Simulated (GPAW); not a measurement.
```
CELL_PARAMETERS angstrom
      0.00000     4.50960     4.50960
      4.50960     0.00000     4.50960
      4.50960     4.50960     0.00000
ATOMIC_POSITIONS crystal
  K  0.25000 0.25000 0.25000
  K  0.75000 0.75000 0.75000
  K  0.50000 0.50000 0.50000
  As 0.00000 0.00000 0.00000
  F  0.22533 0.22533 0.77467
  F  0.77467 0.77467 0.22533
  F  0.77467 0.22533 0.22533
  F  0.22533 0.77467 0.77467
  F  0.22533 0.77467 0.22533
  F  0.77467 0.22533 0.77467
```

Computed with r2SCAN, GPAW PAW datasets PBE (gpaw-data 1.0.1) (plane waves; GPAW).

The set-up and first iterations of a GPAW log for K3AsF6 (Fm-3m, 10 atoms in the cell):

```
Input parameters:
  convergence: {bands: -2}
  kpts: [3 3 3]
  maxiter: 150
  mode: {ecut: 950,
         name: pw}
  nbands: -4
  occupations: {name: fermi-dirac,
                width: 0.0}
  symmetry: {symmorphic: False,
             tolerance: 0.0005}
  xc: MGGA_X_R2SCAN+MGGA_C_R2SCAN

species:
  K:
    name: Potassium
    Z: 19.0
    valence: 9
    core: 10
    charge: 0.0
    file: K.PBE.gz

    # Using partial waves for K as LCAO basis

  As:
    name: Arsenic
    Z: 33.0
    valence: 5
    core: 28
    charge: 0.0
    file: As.PBE.gz

    # Using partial waves for As as LCAO basis

  F:
    name: Fluorine
    Z: 9.0
    valence: 7
    core: 2
    charge: 0.0
    file: F.PBE.gz

    # Using partial waves for F as LCAO basis

Reference energy: -126934.217967  # eV

Spin-paired calculation

Convergence criteria:
 Maximum [total energy] change in last 3 cyles: 0.0005 eV / valence electron
   [... lines left out ...]
Number of atomic orbitals: 43
Number of bands in calculation: 41
Number of valence electrons: 74
Bands to converge: 39

Density initialized from atomic densities
  41 bands from LCAO basis set

Atomic positions and initial magnetic moments

Positions:
   0 K      2.254800    2.254800    2.254800    ( 0.0000,  0.0000,  0.0000)
   1 K      6.764401    6.764401    6.764401    ( 0.0000,  0.0000,  0.0000)
   2 K      4.509601    4.509601    4.509601    ( 0.0000,  0.0000,  0.0000)
   3 As     0.000000    0.000000    0.000000    ( 0.0000,  0.0000,  0.0000)
   4 F      4.509601    4.509601    2.032297    ( 0.0000,  0.0000,  0.0000)
   5 F      4.509601    4.509601    6.986905    ( 0.0000,  0.0000,  0.0000)
   6 F      2.032297    4.509601    4.509601    ( 0.0000,  0.0000,  0.0000)
   7 F      6.986905    4.509601    4.509601    ( 0.0000,  0.0000,  0.0000)
   8 F      4.509601    2.032297    4.509601    ( 0.0000,  0.0000,  0.0000)
   9 F      4.509601    6.986905    4.509601    ( 0.0000,  0.0000,  0.0000)

Unit cell:
           periodic     x           y           z      points  spacing
  1. axis:    yes    0.000000    4.509601    4.509601    48     0.1085
  2. axis:    yes    4.509601    0.000000    4.509601    48     0.1085
  3. axis:    yes    4.509601    4.509601    0.000000    48     0.1085

  Lengths:   6.377539   6.377539   6.377539
  Angles:   60.000000  60.000000  60.000000

Effective grid spacing dv^(1/3) = 0.1184
     iter     time        total  log10-change:
                         energy   eigst   dens
iter:   1 --:--:--  -111.129439   +0.17
iter:   2 --:--:--   -78.503343   -0.98  -1.15
iter:   3 --:--:--   -75.522468   -0.03  -1.18
iter:   4 --:--:--   -75.625565   -0.96  -1.46
iter:   5 --:--:--   -76.361630   -0.69  -1.48
iter:   6 --:--:--   -75.779839   -1.05  -1.49
iter:   7 --:--:--   -75.799019   -2.37  -2.40
iter:   8 --:--:--   -75.797485c  -1.53  -2.23
iter:   9 --:--:--   -75.785021c  -2.80  -2.49
iter:  10 --:--:--   -75.789690c  -2.18  -2.77
iter:  11 --:--:--   -75.783888c  -2.75  -2.71
iter:  12 --:--:--   -75.783904c  -3.77  -3.48
iter:  13 --:--:--   -75.784193c  -3.49  -3.52
iter:  14 --:--:--   -75.783853c  -3.87  -3.30
iter:  15 --:--:--   -75.783866c  -4.29  -3.74
iter:  16 --:--:--   -75.783867c  -4.65  -3.75
iter:  17 --:--:--   -75.783864c  -4.60  -3.95
iter:  18 --:--:--   -75.783864c  -4.99  -4.27c
```

Q: How does the run end?

A: The run converged in 30 iterations. Convergence of the loop says nothing yet on basis, mesh or lower states. It ends on: free energy E − TS (from the program's reference atoms) -75.7839 eV; top of the valence band (on the code's own zero) 1.48 eV; gap on the k-point mesh 4.74 eV; largest force (vector length) 0.203 eV/Å. The log goes on:

```
iter:  19 --:--:--   -75.783865c  -5.05  -4.31c
iter:  20 --:--:--   -75.783864c  -5.32  -4.46c
iter:  21 --:--:--   -75.783865c  -5.25  -4.55c
iter:  22 --:--:--   -75.783863c  -5.61  -4.35c
   [... 3 lines left out ...]
iter:  26 --:--:--   -75.783863c  -6.84  -5.19c
iter:  27 --:--:--   -75.783863c  -6.74  -5.35c
iter:  28 --:--:--   -75.783863c  -7.19  -5.38c
iter:  29 --:--:--   -75.783863c  -7.39  -5.48c
iter:  30 --:--:--   -75.783863c  -7.43c -5.65c
Converged after 30 iterations.

Dipole moment: (-0.000000, -0.000000, -0.000000) |e|*Ang

Energy contributions relative to reference atoms: (reference = -126934.217967)

Kinetic:        +31.177178
Potential:      -25.485497
External:        +0.000000
XC:             -78.896252
Entropy (-ST):   +0.000000
Local:           -2.579292
SIC:             +0.000000
--------------------------
Free energy:    -75.783863
Extrapolated:   -75.783863

Showing only first 2 kpts
 Kpt  Band  Eigenvalues  Occupancy
  0    35     -1.55582    2.00000
  0    36      1.11902    2.00000
  0    37      6.22416    0.00000
  0    38      7.04447    0.00000

  1    35     -1.63824    2.00000
  1    36      1.48318    2.00000
  1    37      6.80241    0.00000
  1    38      7.08308    0.00000

Fermi level: 3.85367

Gap: 4.741 eV
Transition (v -> c):
  (s=0, k=1, n=36, [0.33, 0.33, -0.33]) -> (s=0, k=0, n=37, [0.00, 0.00, 0.00])
Direct/indirect transitions are different
   [... lines left out ...]
Direct gap: 4.886 eV
   [... lines left out ...]
  3 As    0.00000    0.00000    0.00000
  4 F     0.00000    0.00000    0.20253
  5 F    -0.00000   -0.00000   -0.20253
  6 F     0.20253    0.00000    0.00000
  7 F    -0.20253    0.00000    0.00000
  8 F    -0.00000    0.20253    0.00000
  9 F     0.00000   -0.20253   -0.00000

Stress tensor:
     0.004223    -0.000000    -0.000000
    -0.000000     0.004223     0.000000
    -0.000000     0.000000     0.004223
Stress (GPa, Voigt): [ 0.6765  0.6765  0.6765  0.     -0.     -0.    ]
```

For comparison: a first run (DFT LDA (Perdew-Wang 92), plane waves, GPAW PAW datasets LDA (gpaw-data 1.0.1)) was changed to give this one (xc: LDA → MGGA_X_R2SCAN+MGGA_C_R2SCAN; potentials: GPAW PAW datasets PBE (gpaw-data 1.0.1)), and from it to this one the largest force goes from 0.102 to 0.203 eV/Å and the gap on the mesh goes from 4.003 to 4.741 eV.

The starting cell comes from a database of computed structures (which also holds hypothetical and non-ambient phases and stackings), without a prior relaxation at this level. Its lattice was rescaled by a random factor within 2.5 % of one.

The run was DFT r2SCAN, plane waves, GPAW PAW datasets PBE (gpaw-data 1.0.1). Main settings of its input:

- mode: pw
- ecut: 950 eV
- xc: MGGA_X_R2SCAN+MGGA_C_R2SCAN
- kpts: 3 3 3
- mesh shift (steps): 0 0 0
- occupations.name: fermi-dirac
- occupations.width: 0 eV
- nbands: -4
- convergence.bands: -2
- symmetry.symmorphic: false
- symmetry.tolerance: 0.0005
- maxiter: 150
